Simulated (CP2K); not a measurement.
**Worked example: self-consistent single point of Ga2O3 (R-3c, 10 atoms in the cell) in CP2K**

Level of theory: PBE, GPW, DZVP-MOLOPT-SR-GTH basis, GTH-PBE potentials (GTH_POTENTIALS) run with CP2K.

Input:

```
&GLOBAL
  PROJECT bulk
  RUN_TYPE ENERGY_FORCE
  PRINT_LEVEL MEDIUM
&END GLOBAL
&FORCE_EVAL
  METHOD Quickstep
  STRESS_TENSOR ANALYTICAL
  &DFT
    BASIS_SET_FILE_NAME BASIS_MOLOPT
    POTENTIAL_FILE_NAME GTH_POTENTIALS
    &QS
      METHOD GPW
      EPS_DEFAULT 1E-10
    &END QS
    &MGRID
      CUTOFF 600
      REL_CUTOFF 60
      NGRIDS 5
    &END MGRID
    &SCF
      SCF_GUESS ATOMIC
      EPS_SCF 1E-7
      MAX_SCF 100
      ADDED_MOS 15
      &DIAGONALIZATION
        ALGORITHM STANDARD
      &END DIAGONALIZATION
      &MIXING
        METHOD BROYDEN_MIXING
        ALPHA 0.3
        NBUFFER 12
        BETA 1.5
      &END MIXING
    &END SCF
    &KPOINTS
      SCHEME MONKHORST-PACK 4 4 4
      GAMMA_CENTERED T
    &END KPOINTS
    &XC
      &XC_FUNCTIONAL PBE
      &END XC_FUNCTIONAL
    &END XC
    &PRINT
      &MO
        EIGENVALUES T
        OCCUPATION_NUMBERS T
        NDIGITS 8
        FILENAME mo
        &EACH
          QS_SCF 0
        &END EACH
        ADD_LAST NUMERIC
      &END MO
      &MULLIKEN ON
      &END MULLIKEN
    &END PRINT
  &END DFT
  &SUBSYS
    &CELL
      A 5.21705600 0.00000000 0.00000000
      B 2.92537400 4.31970600 0.00000000
      C 2.92537400 1.55196400 4.03128600
      PERIODIC XYZ
    &END CELL
    &COORD
      SCALED
      Ga       0.85559000     0.85559000     0.85559000
      Ga       0.14441000     0.14441000     0.14441000
      Ga       0.64441000     0.64441000     0.64441000
      Ga       0.35559000     0.35559000     0.35559000
      O        0.75000000     0.44684000     0.05316000
      O        0.25000000     0.55316000     0.94684000
      O        0.05316000     0.75000000     0.44684000
      O        0.94684000     0.25000000     0.55316000
      O        0.44684000     0.05316000     0.75000000
      O        0.55316000     0.94684000     0.25000000
    &END COORD
    &KIND Ga
      BASIS_SET DZVP-MOLOPT-SR-GTH-q13
      POTENTIAL GTH-PBE-q13
    &END KIND
    &KIND O
      BASIS_SET DZVP-MOLOPT-SR-GTH-q6
      POTENTIAL GTH-PBE-q6
    &END KIND
  &END SUBSYS
  &PRINT
    &FORCES ON
    &END FORCES
    &STRESS_TENSOR ON
    &END STRESS_TENSOR
  &END PRINT
&END FORCE_EVAL
```

Log, with long lists cut:

```
 GLOBAL| Method name                                                        CP2K
 GLOBAL| Project name                                                       bulk
 GLOBAL| Run type                                                   ENERGY_FORCE

 CELL| Volume [angstrom^3]:                                            90.849658
 CELL| Vector a [angstrom]:       5.217     0.000     0.000   |a| =     5.217056
 CELL| Vector b [angstrom]:       2.925     4.320     0.000   |b| =     5.217056
 CELL| Vector c [angstrom]:       2.925     1.552     4.031   |c| =     5.217056
 CELL| Angle (b,c), alpha [degree]:                                    55.893510
 CELL| Angle (a,c), beta  [degree]:                                    55.893514
 CELL| Angle (a,b), gamma [degree]:                                    55.893514
 CELL| Numerically orthorhombic:                                              NO
 CELL| Periodicity                                                           XYZ

 DFT| Spin restricted Kohn-Sham (RKS) calculation                            RKS
 DFT| Multiplicity                                                             1
 DFT| Number of spin states                                                    1
 DFT| Charge                                                                   0
 DFT| XC density smoothing                                                  NONE
 DFT| XC derivatives                                                          PW

 QS| Method:                                                                 GPW
 QS| Density plane wave grid type                        NON-SPHERICAL FULLSPACE
 QS| Number of grid levels:                                                    5
 QS| Density cutoff [a.u.]:                                                300.0
 QS| Multi grid cutoff [a.u.]: 1) grid level                               300.0
   [... lines left out ...]
 BRILLOUIN| Wavefunction type                                            COMPLEX
 BRILLOUIN| List of Kpoints [2 Pi/Bohr]                                       36
 BRILLOUIN| Number           Weight            X              Y              Z
 BRILLOUIN|     1           0.03125       -0.25000       -0.25000       -0.25000
 BRILLOUIN|     2           0.03125       -0.25000       -0.25000        0.00000
 BRILLOUIN|     3           0.03125       -0.25000       -0.25000        0.25000
   [... 33 lines left out ...]
 *******************************************************************************

 Extrapolation method: initial_guess

 Re-scaling the density matrix to get the right number of electrons
                  # Electrons              Trace(P)               Scaling factor
                           88                88.000                        1.000

 Number of electrons:                                                         88
 Number of occupied orbitals:                                                 44
 Number of molecular orbitals:                                                59

 Number of orbital functions:                                                178
 Number of independent orbital functions:                                    178
 SCF WAVEFUNCTION OPTIMIZATION

  Step     Update method      Time    Convergence         Total energy    Change
     1 NoMix/Diag. 0.30E+00      -     1.85851437      -395.7265303016 -3.96E+02
     2 Broy./Diag. 0.30E+00      -     0.12234970      -384.9350232651  1.08E+01
     3 Broy./Diag. 0.30E+00      -     0.15147623      -391.3899212554 -6.45E+00
     4 Broy./Diag. 0.30E+00      -     0.01971230      -395.1219083312 -3.73E+00
     5 Broy./Diag. 0.30E+00      -     0.01766006      -394.6444703029  4.77E-01
     6 Broy./Diag. 0.30E+00      -     0.00113434      -394.7703632702 -1.26E-01
     7 Broy./Diag. 0.30E+00      -     0.00084445      -394.7454876505  2.49E-02
   [... 5 lines left out ...]
    13 Broy./Diag. 0.30E+00      -     0.00000371      -394.7493202547 -3.66E-04
    14 Broy./Diag. 0.30E+00      -     0.00000292      -394.7493697555 -4.95E-05
    15 Broy./Diag. 0.30E+00      -     0.00000099      -394.7493662868  3.47E-06
    16 Broy./Diag. 0.30E+00      -     0.00000049      -394.7493712274 -4.94E-06
    17 Broy./Diag. 0.30E+00      -     0.00000010      -394.7493744324 -3.21E-06
  *** SCF run converged in    17 steps ***

  Electronic density on regular grids:        -87.9999998518        0.0000001482
  Core density on regular grids:               87.9999999952       -0.0000000048
  Total charge density on r-space grids:        0.0000001433
  Total charge density g-space grids:           0.0000001433

  Overlap energy of the core charge distribution:               0.00000001956883
  Self energy of the core charge distribution:               -638.33291439060883
  Core Hamiltonian energy:                                    190.36449820229691
  Hartree energy:                                             115.95135190933523
  Exchange-correlation energy:                                -62.73231017299871

  Total energy:                                              -394.74937443240663

                     Mulliken Population Analysis

 #  Atom  Element  Kind  Atomic population                           Net charge
       1     Ga       1         12.155187                              0.844813
       2     Ga       1         12.155186                              0.844814
       3     Ga       1         12.155187                              0.844813
       4     Ga       1         12.155187                              0.844813
       5     O        2          6.563209                             -0.563209
       6     O        2          6.563209                             -0.563209
       7     O        2          6.563209                             -0.563209
       8     O        2          6.563209                             -0.563209
       9     O        2          6.563208                             -0.563208
      10     O        2          6.563208                             -0.563208
 # Total charge                             88.000000                 -0.000000

 ENERGY| Total FORCE_EVAL ( QS ) energy [hartree]           -394.749376384594996

 FORCES| Atomic forces [hartree/bohr]
 FORCES|   Atom     x               y               z               |f|
 FORCES|      1  7.01166543E-04  3.72179687E-04  2.55551082E-04   8.33941602E-04
 FORCES|      2 -7.01163854E-04 -3.72168926E-04 -2.55556995E-04   8.33936351E-04
 FORCES|      3 -7.01342750E-04 -3.71947223E-04 -2.55573557E-04   8.33992945E-04
 FORCES|      4  7.01328876E-04  3.71982845E-04  2.55566725E-04   8.33995071E-04
 FORCES|      5 -6.57502419E-08  4.67059600E-04 -6.80335826E-04   8.25228157E-04
 FORCES|      6  7.68478631E-08 -4.67133355E-04  6.80305689E-04   8.25245060E-04
 FORCES|      7 -3.86740528E-04  2.61942916E-04  6.80333135E-04   8.25248751E-04
 FORCES|      8  3.86738931E-04 -2.61916075E-04 -6.80314258E-04   8.25223922E-04
 FORCES|      9  3.86693063E-04 -7.28951875E-04  4.37949683E-08   8.25168081E-04
 FORCES|     10 -3.86691282E-04  7.28952461E-04 -1.97402628E-08   8.25167764E-04
 FORCES| Sum     9.59818775E-11  5.50720858E-11  4.95360214E-11
 FORCES| Total atomic force                                       1.21240558E-10

 STRESS| Analytical stress tensor [bar]
 STRESS|                        x                   y                   z
 STRESS|      x        2.81259267466E+05  -1.31637270656E+04  -9.03786661300E+03
 STRESS|      y       -1.31637270656E+04   2.99088168174E+05  -4.79488810474E+03
 STRESS|      z       -9.03786661300E+03  -4.79488810474E+03   3.02780048546E+05
 STRESS| 1/3 Trace                                             2.94375828062E+05
```

The run converged in 17 iterations.

The starting cell comes from a database of computed structures (which also holds hypothetical and non-ambient phases and stackings), without a prior relaxation at this level. Its lattice was rescaled by a random factor within 2.5 % of one. Values carry the incompleteness of an atom-centred basis. With a pressure of about 29 GPa the cell is away from its equilibrium volume at this level.

Cost on one core of a shared machine: roughly 5 min.
